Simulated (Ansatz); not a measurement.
# SrTiO3: response to strain

Take SrTiO₃ in the cubic perovskite structure (space group Pm-3m, No. 221; a = 3.8542 Å) as the base. Axes: x, y, z lie along the cube axes.

Strains are applied to the cell and any free atomic positions relax; under biaxial strain the out-of-plane vector relaxes too.

The values are results of LDA, PAW, 420 eV (Ansatz, a first-principles code; spin-orbit coupling left out), not measurements.

Candidates:
(a) biaxial strain +0.60 %, plane normal [001], relaxed out of plane
(b) biaxial strain +1.80 %, plane normal [001], relaxed out of plane
(c) biaxial strain +2.40 %, plane normal [001], relaxed out of plane

Order them by out-of-plane strain, lowest first.

(c) biaxial strain +2.40 %, plane normal [001], relaxed out of plane (-1.29 %), (b) biaxial strain +1.80 %, plane normal [001], relaxed out of plane (-0.99 %), (a) biaxial strain +0.60 %, plane normal [001], relaxed out of plane (-0.34 %)

Whether these cells are dynamically stable was not tested. All final runs are without spin polarisation. Many cubic perovskites are stable only at high temperature; tilts and polar distortions were not tested.
